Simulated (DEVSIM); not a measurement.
Device: abrupt Si p-n junction, at 300 K.

```tsv
layer (left to right)	material	thickness (μm)	Nd (cm⁻³)	Na (cm⁻³)	τn (s)	τp (s)
1	Si	1.00	-	3.9e15	7.5e-7	7.5e-7
2	Si	2.50	2.4e14	-	7.5e-7	7.5e-7
```

Left contact: ohmic. Right contact: ohmic. Voltage is applied to the left contact. Recombination: SRH at mid-gap. Mobility is μmin + (μ − μmin)/(1 + (N/Nref)^α).

Constants are typed, rounded textbook-type inputs, not results; the design itself was drawn at random and stands for no fabricated device. Values at 300 K.

```tsv
parameter	Si
gap (eV)	1.124
affinity (eV)	4.05
permittivity	11.7
Nc (cm⁻³)	2.86e19
Nv (cm⁻³)	3.1e19
μn (cm²/Vs)	1417
μp (cm²/Vs)	470
μn,min	52
μp,min	45
Nref,n	9.7e16
Nref,p	2.2e17
αn	0.68
αp	0.72
```

DEVSIM, 1D drift-diffusion, Boltzmann statistics, complete ionisation; no tunnelling, impact ionisation, image-force lowering or self-heating.

Question: Give the dark forward current.

Answer: 
| V (V) | J (A/cm²) |
|---|---|
| 0.05 | 1.1e-7 |
| 0.15 | 3.9e-6 |
| 0.20 | 2.3e-5 |
| 0.30 | 0.00092 |
| 0.40 | 0.037 |
| 0.45 | 0.23 |
| 0.55 | 5.6 |
| 0.60 | 19 |
| 0.70 | 86 |
| 0.80 | 190 |
| 0.85 | 250 |
| 0.95 | 350 |
| 1.05 | 440 |
| 1.10 | 480 |
| 1.20 | 560 |
| 1.25 | 600 |
| 1.35 | 670 |
| 1.45 | 730 |
| 1.50 | 770 |
| 1.60 | 830 |
